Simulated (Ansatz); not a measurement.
Take HgSe in the zinc blende structure (space group F-43m, No. 216) as the base.

```
CELL_PARAMETERS angstrom
      0.00000     3.06639     3.06639
      3.06639     0.00000     3.06639
      3.06639     3.06639     0.00000
ATOMIC_POSITIONS crystal
  Hg 0.00000 0.00000 0.00000
  Se 0.25000 0.25000 0.25000
```

All numbers come from DFT with PBEsol, PAW potentials and a 420 eV plane-wave cutoff in Ansatz (a program for electronic structure), spin-orbit coupling left out.

Base values:

The lattice parameter a is 6.133 Å.

The change: cell and atoms relaxed at a pressure of 2.1 GPa.

What happens to the lattice parameter a?

The lattice parameter a decreases by 0.075 Å, from 6.133 Å to 6.058 Å.

A case with no gap was solved on a k-mesh chosen for an insulator, which is coarse for it. Load acts through the strain it causes; cell and atoms are relaxed under it. Whether these cells are dynamically stable was not tested. Tetrahedral semiconductors of this kind turn to denser phases somewhere between about 1 and 50 GPa; those were not computed, so compressed cells here can lie past the real transition. All final runs are without spin polarisation.
